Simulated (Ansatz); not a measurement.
The reference is GaS in the beta-GaS type structure (space group P6_3/mmc, No. 194; layered, stacked along the Cartesian z axis).

```yaml
crystal:
  lattice:
    - [3.59064, 0.00000, 0.00000]
    - [-1.79532, 3.10958, 0.00000]
    - [0.00000, 0.00000, 15.44873]
  atoms:
    - { symbol: Ga, position: [0.33333, 0.66667, 0.17077] }
    - { symbol: Ga, position: [0.66667, 0.33333, 0.67077] }
    - { symbol: Ga, position: [0.66667, 0.33333, 0.82923] }
    - { symbol: Ga, position: [0.33333, 0.66667, 0.32923] }
    - { symbol: S, position: [0.33333, 0.66667, 0.60035] }
    - { symbol: S, position: [0.66667, 0.33333, 0.10035] }
    - { symbol: S, position: [0.66667, 0.33333, 0.39965] }
    - { symbol: S, position: [0.33333, 0.66667, 0.89965] }
```

Levels (all Ansatz, a program for electronic structure, PAW): PBE-D3(BJ) (420 eV, no spin-orbit coupling); HSE06 (420 eV, no spin-orbit coupling).

The geometry is relaxed with PBE-D3(BJ).

| Quantity | Value |
|---|---|
| PBE-D3(BJ) lowest conduction level above the VBM at special points | M 1.56 eV; Γ 1.65 eV; K 1.75 eV |

Q: How does going to HSE06 change the lowest conduction level above the VBM at special points?

A: The lowest conduction level above the VBM at special points becomes M 2.25 eV; Γ 2.64 eV; K 2.42 eV (PBE-D3(BJ): M 1.56 eV; Γ 1.65 eV; K 1.75 eV).

Single points use the geometry relaxed with PBE-D3(BJ). HSE06 gaps are upper bounds (no full band path). The levels and masses belong to the bands next to the band gap. No phonon test of stability was made.
